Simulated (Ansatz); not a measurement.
Pressure series in TiO2

The parent structure is TiO2 in the rutile structure (space group P4_2/mnm, No. 136; a = 4.597 Å, c = 2.954 Å).

Cell and atoms are relaxed at each pressure.

Computed with Ansatz (a first-principles code), r2SCAN, PAW, cutoff 500 eV, scalar-relativistic without spin-orbit coupling.

```tsv
pressure (GPa)	volume per atom (Å³/atom)
-2	10.495
-1	10.448
0	10.402
0.3	10.388
0.7	?
1.5	10.335
5	10.189
7.5	10.092
10	10.000
```

Question: Fit the third-order Birch–Murnaghan form P(V) = (3B₀/2)[(V₀/V)^(7/3) − (V₀/V)^(5/3)]·[1 + (3/4)(B₀′ − 4)((V₀/V)^(2/3) − 1)] (squares taken in P) to the rows shown and predict the withheld row.

Answer: Least squares on the printed values gives V₀ = 10.402 Å³/atom, B₀ = 229 GPa, B₀′ = 5.2; this predicts 10.370 Å³/atom, and the run gives 10.370 Å³/atom, in agreement.

Load acts through the strain it causes; cell and atoms are relaxed under it. Stability against distortions was not tested. Competing high-pressure phases were not computed. The final runs are not spin-polarised.
